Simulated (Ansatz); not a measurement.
Start from InP in the zinc blende structure (space group F-43m, No. 216; a = 5.9070 Å). Axes: x, y, z lie along the cube axes.

All numbers come from plane-wave PAW DFT at the r2SCAN level (Ansatz, a quantum-chemistry and plane-wave program, 500 eV), no SOC.

Now apply this change: every lattice vector is shortened by 1.00 %, atoms relaxed at fixed cell.

Q: Predict the stress tensor and what it implies for the stiffness.

A: Stress of the strained cell less that of the base (GPa, compression positive):
```
   2.21    0.00    0.00
   0.00    2.21    0.00
   0.00    0.00    2.21
```

Then B = −ΔP/(ΔV/V₀) with ΔV/V₀ = -0.0297 gives secant stiffness values (nonlinear terms included at this strain): B ≈ 74 GPa.

As a check, the harmonic strain energy −½ V₀ Δσ:ε is 5.3 meV/atom; the computed energy rise is 5.1 meV/atom.

Whether these cells are dynamically stable was not tested.
